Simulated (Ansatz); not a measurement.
Input and output of a self-consistent single point for Sc (P6_3/mmc, 4 atoms in the cell) (Ansatz, an electronic-structure program).

Method: LDA (PW92), PAW files made with PBE (plane waves; Ansatz).

```
Sc
1.0
    3.21901     0.00000     0.00000
   -1.60950     2.78774     0.00000
    0.00000     0.00000    10.35717
Sc
4
Cartesian
  0.00000   0.00000   0.00000
  0.00000   0.00000   5.17858
  0.00000   1.85849   2.58929
  1.60950   0.92925   7.76788
```

Reference input (self-consistent single point, DFT, PBE, plane waves, PAW files): basis.ecutwfc = 420 eV; kpoints.mp_grid.grid = 8 8 3; hamiltonian.xc = pbe; hamiltonian.pseudopotentials = {kind: paw} (the program's default PAW files); scf.occupations.method = fermi_dirac; scf.occupations.width = 0.05 eV. This run's input differs from it in these lines:

Ansatz 0.2 input:
```diff
@@ -16,3 +16,3 @@
 hamiltonian:
-  xc: pbe
+  xc: lda
   pseudopotentials:
```

Output (repeated stretches shortened):

```
SCF iter   1: F=—  HF=-8356.219850 eV  |F-HF|=—  |Δ(HF+E_count)|=         —  Δρ=2.29e-2  dr2=6.05e-1  ethr=3.10e-3  ⟨swp⟩=5.5  Hψ=2176  notcnv=0
all-band conjugate gradients solve this SCF's bands
preconditioner: auto → Kerker (q_TF=auto, 2.409 Å⁻¹)
SCF iter   2: F=—  HF=-8356.052581 eV  |F-HF|=—  |Δ(HF+E_count)|=   1.67e-1  Δρ=1.17e-2  dr2=1.78e-1  ethr=1.37e-3  ⟨swp⟩=2.2  Hψ=909  notcnv=0
SCF iter   3: F=—  HF=-8355.988071 eV  |F-HF|=—  |Δ(HF+E_count)|=   6.45e-2  Δρ=2.04e-3  dr2=3.93e-3  ethr=4.04e-4  ⟨swp⟩=3.2  Hψ=1014  notcnv=0
SCF iter   4: F=—  HF=-8355.987993 eV  |F-HF|=—  |Δ(HF+E_count)|=   7.80e-5  Δρ=4.44e-4  dr2=2.62e-4  ethr=8.93e-6  ⟨swp⟩=2.0  Hψ=714  notcnv=0
SCF iter   5: F=—  HF=-8355.987978 eV  |F-HF|=—  |Δ(HF+E_count)|=   1.55e-5  Δρ=1.37e-4  dr2=2.56e-5  ethr=5.96e-7  ⟨swp⟩=1.9  Hψ=623  notcnv=0
SCF iter   6: F=—  HF=-8355.987974 eV  |F-HF|=—  |Δ(HF+E_count)|=   3.97e-6  Δρ=3.07e-5  dr2=8.69e-7  ethr=5.82e-8  ⟨swp⟩=1.9  Hψ=628  notcnv=0  defer=1
SCF iter   7: F=-8355.987974 eV  HF=-8355.987974 eV  |F-HF|=1.39e-8  |Δ(HF+E_count)|=   9.47e-8  Δρ=6.03e-6  dr2=3.88e-8  ethr=2.27e-10  ⟨swp⟩=5.8  Hψ=2126  notcnv=0
SCF 1 converged in 7 iterations: F = -8355.987974 eV  dr2 = 3.88e-8
Free energy (F): -8355.987974 eV
Internal energy: -8355.928510 eV  (E = F + TS)
E sigma→0 (E₀):  -8355.958242 eV
Entropy (-TS):   -0.059464 eV (-14.866 meV/atom)
Fermi energy:    9.565641 eV
--- Forces (eV/Å), atoms counted from 1 ---
  atom   1  Sc    -0.00000000     0.00000000     0.00000000
   [... zero for the other atoms too ...]
--- Stress (GPa, compression-positive) ---
       -1.944599      -0.000000      -0.000000
       -0.000000      -1.944599      -0.000000
       -0.000000      -0.000000      -2.316605
  P = ⅓ Tr σ = -2.0686 GPa (-20.686 kbar)
  The stress holds the Pulay correction. Without it, at fixed plane waves, as pw.x and ABINIT print it: P = -2.0784 GPa
```

The run converged in 7 iterations. Against the reference run the pressure goes from 3.33 to -2.07 GPa.

The starting cell was generated: these elements placed on a structure prototype, without a prior relaxation; it need not be a known phase or ordering of this composition. Its lattice was rescaled by a random factor within 2.5 % of one. Ansatz's pressure includes its estimate of the finite-basis (Pulay) stress.
